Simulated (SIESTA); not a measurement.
**SIESTA run on ZnGe3 (Pm-3m, 4 atoms in the cell): self-consistent single point**

Method: GGA PBEsol, numerical atomic orbitals DZP, PseudoDojo PBEsol standard norm-conserving potentials (rewritten from UPF to PSML) (SIESTA 5.4.2).

Input:

```
# files in the folder: Zn.psml Ge.psml (PseudoDojo PBEsol standard)
SystemName  ZnGe3
SystemLabel siesta

NumberOfAtoms                4
NumberOfSpecies              2
%block ChemicalSpeciesLabel
  1 30 Zn
  2 32 Ge
%endblock ChemicalSpeciesLabel
LatticeConstant              1.0 Ang
%block LatticeVectors
     4.222360000    0.000000000    0.000000000
     0.000000000    4.222360000    0.000000000
     0.000000000    0.000000000    4.222360000
%endblock LatticeVectors
AtomicCoordinatesFormat      Fractional
%block AtomicCoordinatesAndAtomicSpecies
     0.000000000    0.000000000    0.000000000  1
     0.000000000    0.500000000    0.500000000  2
     0.500000000    0.000000000    0.500000000  2
     0.500000000    0.500000000    0.000000000  2
%endblock AtomicCoordinatesAndAtomicSpecies

XC.functional                GGA
XC.authors                   PBEsol
PAO.BasisSize                DZP
PAO.EnergyShift              0.01 Ry
MeshCutoff                   350 Ry
%block kgrid.MonkhorstPack
   10   0   0  0.0
    0  10   0  0.0
    0   0  10  0.0
%endblock kgrid.MonkhorstPack
OccupationFunction           MP
OccupationMPOrder            0
ElectronicTemperature        136.0 meV

MaxSCFIterations             150
SCF.Mixer.Method             Pulay
SCF.Mixer.Weight             0.1
SCF.Mixer.History            6
SCF.DM.Tolerance             1.0E-05
Diag.ParallelOverK           true
WriteForces                  true
Charge.Mulliken              end
```

Log, with long lists cut:

```
reinit: Reading from file input.fdf

reinit: System Name: ZnGe3
reinit: System Label: siesta

coor:   Atomic-coordinates input format  =     Fractional

siesta: Atomic coordinates (Bohr) and species
siesta:      0.00000   0.00000   0.00000  1        1
siesta:      0.00000   3.98955   3.98955  2        2
siesta:      3.98955   0.00000   3.98955  2        3
siesta:      3.98955   3.98955   0.00000  2        4

siesta: System type = bulk

initatomlists: Number of atoms, orbitals, and projectors:      4    73    72

siesta: ******************** Simulation parameters ****************************
redata: Spin configuration                          = none
redata: Time-Reversal Symmetry                      = T
redata: Number of Atomic Species                    =        2
redata: Mesh Cutoff                                 =   350.0000 Ry
redata: Net charge of the system                    =     0.0000 |e|
redata: Min. number of SCF Iter                     =        0
redata: Max. number of SCF Iter                     =      150
redata: SCF convergence failure will abort job
redata: SCF mix quantity                            = Hamiltonian
redata: Mix DM or H after convergence               =   F
redata: Recompute H after scf cycle                 =   F
redata: Mix DM in first SCF step                    =   T
redata: No kicks to SCF
redata: DM Mixing Weight for Kicks                  =     0.5000
redata: Require Harris convergence for SCF          =   F
redata: Harris energy tolerance for SCF             =     0.000100 eV
redata: Require DM convergence for SCF              =   T
redata: DM tolerance for SCF                        =     0.000010
redata: Require EDM convergence for SCF             =   F
redata: EDM tolerance for SCF                       =     0.001000 eV
redata: Require H convergence for SCF               =   T
redata: Hamiltonian tolerance for SCF               =     0.001000 eV
   [... lines left out ...]
diag: Used triangular part                          = Lower
diag: Absolute tolerance                            =  0.100E-15
diag: Orthogonalization factor                      =  0.100E-05
diag: Memory factor                                 =  1.0000

superc: Internal auxiliary supercell:     5 x     5 x     5  =     125
superc: Number of atoms, orbitals, and projectors:    500   9125   9000

                        Single-point calculation

superc: Internal auxiliary supercell:     5 x     5 x     5  =     125
superc: Number of atoms, orbitals, and projectors:    500   9125   9000

outcell: Unit cell vectors (Ang):
        4.222360    0.000000    0.000000
        0.000000    4.222360    0.000000
        0.000000    0.000000    4.222360

outcell: Cell vector modules (Ang)   :    4.222360    4.222360    4.222360
outcell: Cell angles (23,13,12) (deg):     90.0000     90.0000     90.0000
outcell: Cell volume (Ang**3)        :     75.2776
new_DM -- step:     1
Initializing Density Matrix...

Attempting to read DM from file... Failed...
DM filled with atomic data:

InitMesh: MESH = 48 x 48 x 48 = 110592
InitMesh: Mesh cutoff (required, used) =   350.000   357.169 Ry

stepf: Methfessel-Paxton step function
       Using Hermite-Gauss polynomials of order  0
        iscf     Eharris(eV)        E_KS(eV)     FreeEng(eV)     dDmax    Ef(eV) dHmax(eV)
   scf:    1   -12555.934184   -12826.529046   -12826.581310  0.943994 -0.984627 85.013974
   scf:    2   -13000.202333   -12959.953730   -12959.965497  0.430690 -2.514556  9.901323
   scf:    3   -12961.050766   -12960.537462   -12960.548571  0.060228 -2.554562  6.887501
   scf:    4   -12959.875622   -12960.689775   -12960.702234  0.290069 -2.762194  5.653046
   scf:    5   -12961.141035   -12960.938719   -12960.951510  0.055119 -2.792264  3.348728
   scf:    6   -12961.101532   -12961.030094   -12961.042038  0.039290 -2.783813  1.604637
   scf:    7   -12961.074338   -12961.058650   -12961.070360  0.041624 -2.769930  0.130472
   scf:    8   -12961.058938   -12961.058807   -12961.070538  0.002203 -2.770557  0.071973
   scf:    9   -12961.058880   -12961.058857   -12961.070614  0.002183 -2.769872  0.015206
   scf:   10   -12961.058881   -12961.058872   -12961.070615  0.000623 -2.769982  0.012489
   scf:   11   -12961.058860   -12961.058867   -12961.070617  0.000299 -2.769937  0.000371
   scf:   12   -12961.058867   -12961.058867   -12961.070617  0.000009 -2.769935  0.000042
SCF Convergence by DM+H criterion
max |DM_out - DM_in|         :     0.0000090066
max |H_out - H_in|      (eV) :     0.0000418641
SCF cycle converged after 12 iterations

Using DM_out to compute the final energy and forces

siesta: E_KS(eV) =           -12961.0589

siesta: E_KS - E_eggbox =    -12961.0589

siesta: Atomic forces (eV/Ang):
     1    0.000000    0.000000    0.000000
     2    0.000000   -0.000000   -0.000000
     3   -0.000000    0.000000   -0.000000
     4   -0.000000   -0.000000   -0.000000
   Tot    0.000000    0.000000    0.000000
   Max    0.000000
   Res    0.000000    sqrt( Sum f_i^2 / 3N )
   Max    0.000000    constrained

Stress tensor Voigt[x,y,z,yz,xz,xy] (kbar):       14.87       14.87       14.87        0.00        0.00        0.00
(Free)E + p*V (eV/cell)   -12961.7694
Target enthalpy (eV/cell)   -12961.0706

siesta: Program's energy decomposition (eV):
siesta: Ebs     =     -1795.602472
siesta: Eions   =     13799.573496
siesta: Ena     =       328.638293
siesta: Ekin    =      7986.205849
siesta: Enl     =     -5160.865976
siesta: Eso     =         0.000000
siesta: Edftu   =         0.000000
siesta: DEna    =        47.490082
siesta: DUscf   =         4.071380
siesta: DUext   =         0.000000
siesta: Ex      =     -2230.742396
siesta: Ec      =      -136.282602
siesta: Exc     =     -2367.024998
siesta: Eharris =    -12961.058867
siesta: Etot    =    -12961.058867
siesta: FreeEng =    -12961.070617

siesta: Stress tensor (static) (eV/Ang**3):
siesta:     0.009283   -0.000000   -0.000000
siesta:     0.000000    0.009283    0.000000
siesta:     0.000000    0.000000    0.009283

siesta: Cell volume =         75.277602 Ang**3

siesta: Pressure (static):
siesta:                Solid            Molecule  Units
siesta:          -0.00010110         -0.00010110  Ry/Bohr**3
siesta:          -0.00928295         -0.00928295  eV/Ang**3
siesta:         -14.87291912        -14.87291912  kBar

mulliken: Atomic and Orbital Populations:

Species: Zn
Atom  Qatom  Qorb
               3s      4s      4s      3py     3pz     3px     4py     4pz
               4px     3dxy    3dyz    3dz2    3dxz    3dx2-y2 3dxy    3dyz
               3dz2    3dxz    3dx2-y2
   1 18.809   1.975   0.906  -0.286   2.004   2.004   2.004   0.131   0.131
              0.131   1.853   1.853   1.876   1.853   1.876   0.107   0.107

              0.087   0.107   0.087

Species: Ge
Atom  Qatom  Qorb
               4s      4s      4py     4pz     4px     4py     4pz     4px
               3dxy    3dyz    3dz2    3dxz    3dx2-y2 4dxy    4dyz    4dz2
               4dxz    4dx2-y2
   2 14.397   1.388   0.162   0.974   0.974   0.582  -0.141  -0.141   0.067
              2.005   2.019   2.010   2.005   2.012   0.084   0.180   0.065

              0.084   0.066
   3 14.397   1.388   0.162   0.582   0.974   0.974   0.067  -0.141  -0.141
              2.005   2.005   2.010   2.019   2.012   0.084   0.084   0.065

              0.180   0.066
   4 14.397   1.388   0.162   0.974   0.582   0.974  -0.141   0.067  -0.141
              2.019   2.005   2.013   2.005   2.010   0.180   0.084   0.067

              0.084   0.065

mulliken: Qtot =       62.000

Mulliken Atomic Populations:
Atom #   charge [q] valence [e]  Species
     1     1.191269   18.808731  Zn
     2    -0.397090   14.397090  Ge
     3    -0.397090   14.397090  Ge
     4    -0.397090   14.397090  Ge
 Total     0.000000
```

The run converged in 12 iterations.

The starting cell comes from a database of computed structures (which also holds hypothetical and non-ambient phases and stackings), without a prior relaxation at this level. Values carry the incompleteness of an atom-centred basis.

Cost on one core of a shared machine: roughly 80 s.
